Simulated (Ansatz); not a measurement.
An Ansatz (an electronic-structure program) input (PBEsol-D3(BJ) (Ansatz, PAW, no spin-orbit coupling)):

Ansatz 0.2 input:
```yaml
crystal:
  lattice:
    - [3.2746702167, 0, 0]
    - [-1.6373351084, 2.8359475967, 0]
    - [0, 0, 5.5877013494]
  atoms:
    - { symbol: Ta, position: [0, 0, 0] }
    - { symbol: S, position: [0.3333333333, 0.6666666667, 0.2774472407] }
    - { symbol: S, position: [0.6666666667, 0.3333333333, 0.7225527593] }
basis: { ecutwfc: 420, ecutrho_ratio: 4, xc_grid: 2, fft_grid_basis: typed }
kpoints: { mp_grid: { grid: [16, 16, 9] } }
hamiltonian:
  xc: pbesol
  dispersion: d3bj
  pseudopotentials: { kind: paw }
scf: { occupations: { method: fermi_dirac, width: 0.05 }, convergence: { dr2_threshold: 0.0000000003 } }
output: { forces: true, stress: true }
```

Q: Which symmetry and how many k-points will the program report, and about how many plane waves at Γ?

A: Space group P-3m1 (ITA 164) with 12 operations, k-points 234 of 2304, and 1051 plane waves at Γ.

No phonon test of stability was made. All final runs are without spin polarisation. An odd electron count without spin: TaS2. The cell is TaS2 in the CdI2 type structure (space group P-3m1, No. 164; layered, stacked along the Cartesian z axis).
